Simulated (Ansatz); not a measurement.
Electronic density of states of amorphous Hf$_{18}$O$_{37}$Mg, density 8.63 g/cm³, on a 2×2×2 Γ-centred mesh with a Gaussian width of 0.1 eV; energies count from the Fermi level, whose place inside the gap is arbitrary. Cell and mesh are small, so fine structure isn't converged. Level of theory: PBE, scalar-relativistic without spin-orbit coupling (plane waves to 420 eV, PAW; Ansatz, a quantum-chemistry and plane-wave program). Sampling: a 2×2×2 Γ-centred mesh; Fermi-Dirac width 0.02 eV; no spin polarisation. At PBE the levels at the filled edge of the gap are localised (band-tail or defect states), and the nearest spread-out levels lie 4.1 eV apart at the zone centre.

Preparation: random packing, a CHGNet melt and quench, and a DFT relaxation. O atoms were pushed apart under 1.9 Å during the dynamics, to hinder bonds among them. The hot cell started wider than the set density and was brought back towards it in steps. It is the lowest in DFT energy of 2 quenches. It is a model cell: composition and starting density were chosen by hand, and all elements were melted together. No dispersion term was used. Its density started from a set value of 8.82 and ended at 8.63 g/cm³. The quench (nominally 450 K/ps over its main leg) was far faster than any real one, so the model tends to hold more defects than a real film. One small periodic cell is one sample of the glass; other quenches scatter about these values. Volume and shape were free in the relaxation.

(E - EF (eV), states/(eV atom)): (-12.00, 0.94); (-11.90, 0.11); (-11.80, 0.00); (-11.70, 0.00); (-11.60, 0.00); (-11.50, 0.00); (-11.40, 0.00); (-11.30, 0.00); (-11.20, 0.00); (-11.10, 0.00); (-11.00, 0.00); (-10.90, 0.00); (-10.80, 0.00); (-10.70, 0.00); (-10.60, 0.00); (-10.50, 0.00); (-10.40, 0.00); (-10.30, 0.00); (-10.20, 0.00); (-10.10, 0.00); (-10.00, 0.00); (-9.90, 0.00); (-9.80, 0.00); (-9.70, 0.00); (-9.60, 0.00); (-9.50, 0.00); (-9.40, 0.00); (-9.30, 0.00); (-9.20, 0.00); (-9.10, 0.00); (-9.00, 0.00); (-8.90, 0.00); (-8.80, 0.00); (-8.70, 0.00); (-8.60, 0.00); (-8.50, 0.00); (-8.40, 0.00); (-8.30, 0.00); (-8.20, 0.00); (-8.10, 0.00); (-8.00, 0.00); (-7.90, 0.00); (-7.80, 0.00); (-7.70, 0.00); (-7.60, 0.00); (-7.50, 0.00); (-7.40, 0.00); (-7.30, 0.03); (-7.20, 0.17); (-7.10, 0.33); (-7.00, 0.40); (-6.90, 0.35); (-6.80, 0.39); (-6.70, 0.48); (-6.60, 0.51); (-6.50, 0.55); (-6.40, 0.63); (-6.30, 0.72); (-6.20, 0.78); (-6.10, 0.74); (-6.00, 0.72); (-5.90, 0.77); (-5.80, 0.87); (-5.70, 0.90); (-5.60, 0.86); (-5.50, 0.82); (-5.40, 0.86); (-5.30, 0.85); (-5.20, 0.85); (-5.10, 0.87); (-5.00, 0.92); (-4.90, 0.93); (-4.80, 0.86); (-4.70, 0.81); (-4.60, 0.83); (-4.50, 0.81); (-4.40, 0.80); (-4.30, 0.84); (-4.20, 0.87); (-4.10, 0.85); (-4.00, 0.86); (-3.90, 0.90); (-3.80, 0.89); (-3.70, 0.92); (-3.60, 0.93); (-3.50, 0.90); (-3.40, 0.92); (-3.30, 0.94); (-3.20, 0.93); (-3.10, 0.93); (-3.00, 0.99); (-2.90, 1.00); (-2.80, 1.00); (-2.70, 0.95); (-2.60, 0.82); (-2.50, 0.80); (-2.40, 0.72); (-2.30, 0.54); (-2.20, 0.31); (-2.10, 0.08); (-2.00, 0.09); (-1.90, 0.18); (-1.80, 0.07); (-1.70, 0.01); (-1.60, 0.00); (-1.50, 0.00); (-1.40, 0.00); (-1.30, 0.00); (-1.20, 0.00); (-1.10, 0.00); (-1.00, 0.00); (-0.90, 0.00); (-0.80, 0.00); (-0.70, 0.00); (-0.60, 0.00); (-0.50, 0.00); (-0.40, 0.00); (-0.30, 0.00); (-0.20, 0.00); (-0.10, 0.00); (0.00, 0.00); (0.10, 0.00); (0.20, 0.00); (0.30, 0.00); (0.40, 0.00); (0.50, 0.00); (0.60, 0.00); (0.70, 0.00); (0.80, 0.00); (0.90, 0.00); (1.00, 0.00); (1.10, 0.00); (1.20, 0.00); (1.30, 0.00); (1.40, 0.00); (1.50, 0.00); (1.60, 0.00); (1.70, 0.00); (1.80, 0.05); (1.90, 0.14); (2.00, 0.17); (2.10, 0.20); (2.20, 0.29); (2.30, 0.37); (2.40, 0.36); (2.50, 0.37); (2.60, 0.40); (2.70, 0.55); (2.80, 0.63); (2.90, 0.64); (3.00, 0.63); (3.10, 0.57); (3.20, 0.59); (3.30, 0.66); (3.40, 0.74); (3.50, 0.79); (3.60, 0.74); (3.70, 0.73); (3.80, 0.75); (3.90, 0.75); (4.00, 0.72); (4.10, 0.74); (4.20, 0.82); (4.30, 0.80); (4.40, 0.69); (4.50, 0.65); (4.60, 0.69); (4.70, 0.63); (4.80, 0.60)

The level gap on this mesh is 3.75 eV; the broadening fills part of it in the curve.
